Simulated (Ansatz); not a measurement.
## What Ba → Ca does to BaB6

Consider BaB₆ (space group Pm-3m, No. 221; a = 4.241 Å).

Perturbation: Ca takes the place of Ba on all its sites, then cell and atoms are relaxed.

Calculations: PBEsol (Ansatz, a first-principles code, PAW, spin-orbit coupling left out). k-mesh 8×8×8 (Γ-centred); smearing 0.05 eV (Fermi–Dirac).

The volume per atom decreases by 0.86 Å³ (10.90 Å³ → 10.04 Å³) and the density shrinks by 1.92 g/cm³ (4.40 g/cm³ → 2.48 g/cm³). The space group stays Pm-3m (No. 221) and the shortest interatomic distance falls by 0.072 Å to 1.664 Å. The band gap stays zero.

Cost of the whole job for the changed cell (relaxation, final SCF and bands): roughly 30 core-seconds.

No phonon test of stability was made. The final runs are not spin-polarised. Gaps under 0.05 eV, about the width of the smearing, are given as zero. The zero or small gap of CaB6 and BaB6 can change with the level of theory.
